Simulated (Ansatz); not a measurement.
Effect of isotropic strain +0.26 % on CaO

Consider CaO in the rock salt structure (space group Fm-3m, No. 225; a = 4.795 Å).

It is then changed as follows: every lattice vector is stretched by 0.26 %; the atoms relax in the strained cell.

All numbers come from r2SCAN (Ansatz, an electronic-structure program), no spin-orbit coupling. k-mesh 12×12×12 (Γ-centred); smearing 0.05 eV (Fermi–Dirac).

The volume per atom goes up by 0.11 Å³ to 13.89 Å³ and the space group remains Fm-3m (No. 225). The shortest interatomic distance goes up by 0.0062 Å, from 2.397 Å to 2.404 Å and the energy goes up by 0.3 meV/atom. The pressure goes from zero to -8.9 kbar and the band gap stays 4.20 eV. The gap character is still indirect, Γ → X and the smallest direct gap stays essentially unchanged (4.57 eV against 4.58 eV). The width of the top valence band stays essentially unchanged (1.20 eV against 1.19 eV) and the electron mass is still 1.4 mₑ along k, 0.44 mₑ across (at X). The hole mass (degenerate bands, along [100]) stays 0.37, 2.9, 2.9 mₑ (at Γ) and the valley order (the lowest conduction-band minima on the path, energy above the VBM, named in the base's zone) goes from X along ⟨100⟩ 4.20 eV; Γ 5.50 eV to X along ⟨100⟩ 4.20 eV; Γ 5.43 eV.

Final structure:

```
CaO
1.0
    0.00000     2.40363     2.40363
    2.40363     0.00000     2.40363
    2.40363     2.40363     0.00000
O Ca
1 1
Direct
  0.00000   0.00000   0.00000
  0.50000   0.50000   0.50000
```

Effective masses come from finite differences of ±0.01 Å⁻¹. Along k means along the line from Γ to the band edge. No phonon test of stability was made.
